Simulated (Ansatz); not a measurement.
The parent structure is InSb in the zinc blende structure (space group F-43m, No. 216; a = 6.519 Å).

It is then changed as follows: a hydrostatic pressure of 0.9 GPa.

Levels (all Ansatz, a first-principles code, PAW): PBEsol (420 eV, no spin-orbit coupling); r2SCAN (500 eV, no spin-orbit coupling).

The geometry is relaxed with PBEsol.

```
Quantity          Result
---------------  -------
PBEsol band gap     zero
PBEsol pressure  0.9 GPa
```

With r2SCAN at the same geometry, the band gap goes from zero to 0.25 eV; the pressure grows by 0.9 GPa (0.9 GPa → 1.8 GPa).

Single points use the geometry relaxed with PBEsol. Their cutoffs differ, which shifts pressures a little. Spin-orbit coupling, missing from the scalar runs, can matter with Sb. Load acts through the strain it causes; cell and atoms are relaxed under it. Whether these cells are dynamically stable was not tested. All final runs are without spin polarisation. A zero or small gap of InSb can be the functional's error rather than a property of the material.
